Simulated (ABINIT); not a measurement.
## Several settings converged on CuAu (P4mm, 2 atoms in the cell)

```xyz
2
Lattice="2.8140 0.0000 0.0000 0.0000 2.8140 0.0000 0.0000 0.0000 3.6883" Properties=species:S:1:pos:R:3 pbc="T T T"
Cu     0.0000     0.0000     0.0500
Au     1.4070     1.4070     1.8442
```

Base method: PBEsol, PAW (JTH v2.0 PBE PAW, files made for PBE) (plane waves; ABINIT).

Base settings: pseudos = [Cu.GGA_PBE-JTH.xml, Au.GGA_PBE-JTH.xml]; ecut = 30 Ha; pawecutdg = 60 Ha; ixc = -116133; occopt = 3; tsmear = 0.00367493 Ha; ngkpt = 5 5 4; nshiftk = 1; shiftk = 0 0 0; potentials = JTH v2.0 PBE PAW.

The count of work is k-points × plane waves × bands × iterations; it is no time. Core times come from one kind of shared machine, to one figure; runs under 30 s give none.

**The k-point mesh**

Only quantities that move along the ladder and can be compared are tabulated.

These are the values that this program gave, and no reference: the one-centre exchange-correlation terms come from a truncated expansion.

| ngkpt | free energy less the last step's (meV/atom) | pressure (GPa) | largest difference of a force vector from the last step's (eV/Å) | count of work / last | core time / last (rough) |
|---|---|---|---|---|---|
| 2 2 2 | 1012.75 | 5.01 | 0.041 | 0.074 | – |
| 3 3 2 | -194.27 | -6.10 | 0.006 | 0.15 | 0.2 |
| 3 3 3 | -125.17 | -3.59 | 0.014 | 0.17 | – |
| 5 5 4 | -35.06 | -4.22 | 0.002 | 0.45 | 0.4 |
| 6 6 4 | 33.72 | -3.39 | 0.001 | 0.80 | 0.6 |
| 7 7 6 | 0.00 | -3.75 | 0.000 | 1.0 | 1 |

Coarsest ngkpt that holds the forces within 0.005 eV/Å of the last step, with all finer ones: 5 5 4, at 0.45 of the last step's count of work and about 0.4 of the last step's time; the step before is off by 0.014 eV/Å.

Coarsest ngkpt that holds the pressure within 1 GPa of the last step, with all finer ones: 3 3 3, at 0.17 of the last step's count of work; the step before is off by 2.3 GPa.

Coarsest ngkpt that holds the free energy within 5 meV/atom: not settled: the last two steps still differ by 34 meV/atom, over half the tolerance, so the ladder does not show it.

**The k-point mesh at a smearing width of 0.02 eV**

In this ladder: tsmear = 0.00073499 Ha.

Only quantities that move along the ladder and can be compared are tabulated.

These are the values that this program gave, and no reference: the one-centre exchange-correlation terms come from a truncated expansion.

| ngkpt | free energy less the last step's (meV/atom) | pressure (GPa) | count of work / last | core time / last (rough) |
|---|---|---|---|---|
| 4 4 3 | 101.03 | -2.87 | 0.10 | 0.2 |
| 6 6 5 | 18.83 | -3.58 | 0.24 | 0.3 |
| 9 9 7 | -7.76 | -3.94 | 0.42 | 0.4 |
| 11 11 8 | 0.00 | -3.87 | 1.0 | 1 |

Coarsest ngkpt that holds the free energy within 5 meV/atom: not settled: the last two steps still differ by 7.8 meV/atom, over half the tolerance, so the ladder does not show it.

Coarsest ngkpt that holds the pressure within 0.5 GPa of the last step, with all finer ones: 6 6 5, at 0.24 of the last step's count of work and about 0.3 of the last step's time; the step before is off by 1.0 GPa.

**The k-point mesh at a smearing width of 0.3 eV**

In this ladder: tsmear = 0.0110248 Ha.

Only quantities that move along the ladder and can be compared are tabulated.

These are the values that this program gave, and no reference: the one-centre exchange-correlation terms come from a truncated expansion.

| ngkpt | free energy less the last step's (meV/atom) | pressure (GPa) | count of work / last | core time / last (rough) |
|---|---|---|---|---|
| 4 4 3 | 76.94 | -2.46 | 0.10 | 0.2 |
| 6 6 5 | 13.62 | -3.03 | 0.27 | 0.5 |
| 9 9 7 | -1.75 | -3.35 | 0.55 | 0.7 |
| 11 11 8 | 0.00 | -3.28 | 1.0 | 1 |

Coarsest ngkpt that holds the free energy within 5 meV/atom of the last step, with all finer ones: 9 9 7; the step before is off by 14 meV/atom.

Coarsest ngkpt that holds the pressure within 0.5 GPa of the last step, with all finer ones: 6 6 5, at 0.27 of the last step's count of work; the step before is off by 0.82 GPa.

On the base run: the starting cell has typed, rounded lattice constants, without a prior relaxation at this level. Its lattice was rescaled by up to half a per cent. One atom was moved a little off its site on purpose. Spin polarisation is off. The potentials were made for another functional than the one used. In the base run, with a pressure of about -4 GPa the cell is away from its equilibrium volume at this level. Without a gap this mesh is coarse (it stands for a supercell whose shortest vector is 14 Å).
